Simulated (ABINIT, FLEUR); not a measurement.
A FLEUR input for a self-consistent single point of ZrCrF₆ (Fm-3m, 8 atoms in the cell) (DFT, PBEsol, all-electron FLAPW (FLEUR), scalar-relativistic valence):

Input of the input generator:

```
ZrCrF6
&input film=f /
0.0000000000 0.7071067812 0.7071067812
0.7071067812 0.0000000000 0.7071067812
0.7071067812 0.7071067812 0.0000000000
10.9909784226
1.0 1.0 1.0

8
40 0.5000000000 0.5000000000 0.5000000000 : 0.00
24 0.0000000000 0.0000000000 0.0000000000 : 3.00
9 0.7456500000 0.2543500000 0.7456500000 : 0.00
9 0.2543500000 0.7456500000 0.2543500000 : 0.00
9 0.7456500000 0.2543500000 0.2543500000 : 0.00
9 0.2543500000 0.7456500000 0.7456500000 : 0.00
9 0.7456500000 0.7456500000 0.2543500000 : 0.00
9 0.2543500000 0.2543500000 0.7456500000 : 0.00

&comp jspins=2 /
&exco xctyp='PBEs' /
&kpt div1=5 div2=5 div3=5 /
&end /
```

```xml
<?xml version="1.0" encoding="UTF-8" standalone="no"?>
<fleurInput fleurInputVersion="0.39">
   <comment>
      ZrCrF6                                                                                              
   </comment>
   <calculationSetup>
      <cutoffs Kmax="4.8" Gmax="14.4" GmaxXC="14.4" numbands="0"/>
      <scfLoop itmax="100" minDistance="0.00001" maxIterBroyd="40" imix="Anderson" alpha="0.05" precondParam="0.0" spinf="2.0"/>
      <coreElectrons ctail="T" frcor="F" kcrel="0" coretail_lmax="0"/>
      <xcFunctional name="PBEs" relativisticCorrections="F"/>
      <magnetism jspins="2"/>
      <soc l_soc="F" theta="0.0" phi="0.0" spav="F"/>
      <expertModes spex="0" secvar="F"/>
      <geometryOptimization l_f="T" forcealpha="1.0" forcemix="BFGS" epsdisp="0.00001" epsforce="0.00001"/>
      <ldaU l_linMix="F" mixParam="0.05" spinf="1.0"/>
   </calculationSetup>
   <cell>
      <bzIntegration valenceElectrons="68.0" mode="hist" fermiSmearingEnergy="0.00367493">
         <kPointListSelection listName="default-1"/>
         <!-- k-points included here -->
         <xi:include xmlns:xi="http://www.w3.org/2001/XInclude" href="kpts.xml"> </xi:include>
      </bzIntegration>
      <!-- symmetry operations included here -->
      <xi:include xmlns:xi="http://www.w3.org/2001/XInclude" href="sym.xml"> </xi:include>
      <bulkLattice scale="1.0">
         <bravaisMatrix>
            <row-1>    0.0000000000000000     7.7717953746433395     7.7717953746433395</row-1>
            <row-2>    7.7717953746433395     0.0000000000000000     7.7717953746433395</row-2>
            <row-3>    7.7717953746433395     7.7717953746433395     0.0000000000000000</row-3>
         </bravaisMatrix>
      </bulkLattice>
   </cell>
   <atomSpecies>
      <species name="Zirconium (Zr)" element="Zr" atomicNumber="40">
         <mtSphere radius="2.23" gridPoints="787" logIncrement="0.016"/>
         <atomicCutoffs lmax="8" lnonsphr="6"/>
         <electronConfig flipSpins="F">
            <coreConfig>(1s1/2) (2s1/2) (2p1/2) (2p3/2) (3s1/2) (3p1/2) (3p3/2) (3d3/2) (3d5/2)</coreConfig>
            <valenceConfig>(4s1/2) (4p1/2) (4p3/2) (5s1/2) (4d3/2) (4d5/2)</valenceConfig>
            <stateOccupation state="(4d3/2)" spinUp="0.4" spinDown="0.4"/>
            <stateOccupation state="(4d5/2)" spinUp="0.6" spinDown="0.6"/>
         </electronConfig>
         <energyParameters s="5" p="5" d="4" f="4"/>
         <lo type="SCLO" l="0" n="4" eDeriv="0"/>
         <lo type="SCLO" l="1" n="4" eDeriv="0"/>
      </species>
      <species name="Chromium (3.000" element="Cr" atomicNumber="24">
         <mtSphere radius="2.35" gridPoints="829" logIncrement="0.015"/>
         <atomicCutoffs lmax="10" lnonsphr="8"/>
         <electronConfig flipSpins="F">
            <coreConfig>(1s1/2) (2s1/2) (2p1/2) (2p3/2)</coreConfig>
            <valenceConfig>(3s1/2) (3p1/2) (3p3/2) (4s1/2) (3d3/2) (3d5/2)</valenceConfig>
            <stateOccupation state="(4s1/2)" spinUp="0.5" spinDown="0.5"/>
            <stateOccupation state="(3d3/2)" spinUp="1.0" spinDown="1.0"/>
            <stateOccupation state="(3d5/2)" spinUp="3.0" spinDown="0.0"/>
         </electronConfig>
         <energyParameters s="4" p="4" d="3" f="4"/>
         <lo type="SCLO" l="0" n="3" eDeriv="0"/>
         <lo type="SCLO" l="1" n="3" eDeriv="0"/>
      </species>
      <species name="Fluorine (F)" element="F" atomicNumber="9">
         <mtSphere radius="1.25" gridPoints="443" logIncrement="0.024"/>
         <atomicCutoffs lmax="6" lnonsphr="4"/>
         <electronConfig flipSpins="F">
            <coreConfig>(1s1/2)</coreConfig>
            <valenceConfig>(2s1/2) (2p1/2) (2p3/2)</valenceConfig>
            <stateOccupation state="(2p1/2)" spinUp="0.8333333333" spinDown="0.8333333333"/>
            <stateOccupation state="(2p3/2)" spinUp="1.666666667" spinDown="1.666666667"/>
         </electronConfig>
         <energyParameters s="2" p="2" d="3" f="4"/>
      </species>
   </atomSpecies>
   <atomGroups>
      <atomGroup species="Zirconium (Zr)">
         <relPos label="                   1">1.000/2.000 1.000/2.000 1.000/2.000</relPos>
         <force calculate="T" relaxXYZ="TTT"/>
      </atomGroup>
      <atomGroup species="Chromium (3.000">
         <relPos label="                   2">.0000000000 .0000000000 .0000000000</relPos>
         <force calculate="T" relaxXYZ="TTT"/>
      </atomGroup>
      <atomGroup species="Fluorine (F)">
         <relPos label="                   3">-.2543500000 .2543500000 -.2543500000</relPos>
         <relPos label="                   4">.2543500000 -.2543500000 .2543500000</relPos>
         <relPos label="                   5">-.2543500000 .2543500000 .2543500000</relPos>
         <relPos label="                   6">.2543500000 -.2543500000 -.2543500000</relPos>
         <relPos label="                   7">-.2543500000 -.2543500000 .2543500000</relPos>
         <relPos label="                   8">.2543500000 .2543500000 -.2543500000</relPos>
         <force calculate="T" relaxXYZ="TTT"/>
      </atomGroup>
   </atomGroups>
   <output dos="F" band="F" slice="F">
      <checks vchk="F" cdinf="F"/>
      <bandDOS minEnergy="-.5*Htr" maxEnergy="0.5*Htr" sigma="0.015" storeEVData="T"/>
      <vacuumDOS vacdos="F" integ="F" star="F" nstars="0" locx1="0.0" locy1="0.0" locx2="0.0" locy2="0.0" nstm="0" tworkf="0.0"/>
      <unfoldingBand unfoldBand="F" supercellX="1" supercellY="1" supercellZ="1"/>
      <plotting iplot="0" polar="F">
         <plot TwoD="T" vec1="  1.0  0.0  0.0" vec2="  0.0  1.0  0.0" vec3="  0.0  0.0  1.0" zero="  0.0  0.0  0.0" file="plot"/>
      </plotting>
      <chargeDensitySlicing numkpt="0" minEigenval="0.0" maxEigenval="0.0" nnne="0" pallst="F"/>
      <specialOutput eonly="F"/>
      <magneticCircularDichroism mcd="F" energyLo="-10.0" energyUp="0.0"/>
   </output>
  <!-- We include the file relax.xml here to enable relaxations (see documentation) -->
  <xi:include xmlns:xi="http://www.w3.org/2001/XInclude" href="relax.xml"> <xi:fallback/> </xi:include>
</fleurInput>
```

Problem. Translate this input to ABINIT.

Solution. This is the input that was run; spellings and numerical settings could be chosen otherwise.

```
# ZrCrF6, PseudoDojo nc-sr-04 PBEsol standard
pp_dirpath "./"
pseudos "Zr.upf, Cr.upf, F.upf"
acell 3*1.0 Angstrom
rprim
         0.0000000000    4.1126570000    4.1126570000
         4.1126570000    0.0000000000    4.1126570000
         4.1126570000    4.1126570000    0.0000000000
natom 8
ntypat 3
znucl 40 24 9
typat 1 2 3 3 3 3 3 3
xcart
         4.1126570000    4.1126570000    4.1126570000
         0.0000000000    0.0000000000    0.0000000000
         4.1126570000    6.1332053841    4.1126570000
         4.1126570000    2.0921086159    4.1126570000
         2.0921086159    4.1126570000    4.1126570000
         6.1332053841    4.1126570000    4.1126570000
         4.1126570000    4.1126570000    6.1332053841
         4.1126570000    4.1126570000    2.0921086159
      Angstrom
ecut 47 Ha
ixc -116133
nsppol 2
spinat
      0 0 0
      0 0 3
      0 0 0
      0 0 0
      0 0 0
      0 0 0
      0 0 0
      0 0 0
occopt 3
tsmear 0.00367493
nband 46
kptopt 1
ngkpt 5 5 5
nshiftk 1
shiftk 0 0 0
nstep 80
tolvrs 1.0e-11
prtwf 0
prtden 0
```

Basis, cutoffs, solver keys and any potentials are the target program's own. This input uses DFT, PBEsol, plane waves, norm-conserving pseudopotentials (PseudoDojo nc-sr-04 PBEsol standard). Both were run: size of the net moment 0.50 μB/atom in FLEUR and 0.50 in ABINIT.

On FLEUR: the starting cell comes from a database of computed structures (which also holds hypothetical and non-ambient phases and stackings), without a prior relaxation at this level. Its lattice was rescaled by a random factor within 2.5 % of one. With one magnetic atom in the cell only a parallel order is possible. Values depend on the basis (sphere radii, cutoffs, local orbitals), which need not be converged.

On ABINIT: the starting cell comes from a database of computed structures (which also holds hypothetical and non-ambient phases and stackings), without a prior relaxation at this level. Its lattice was rescaled by a random factor within 2.5 % of one. With one magnetic atom in the cell only a parallel order is possible.
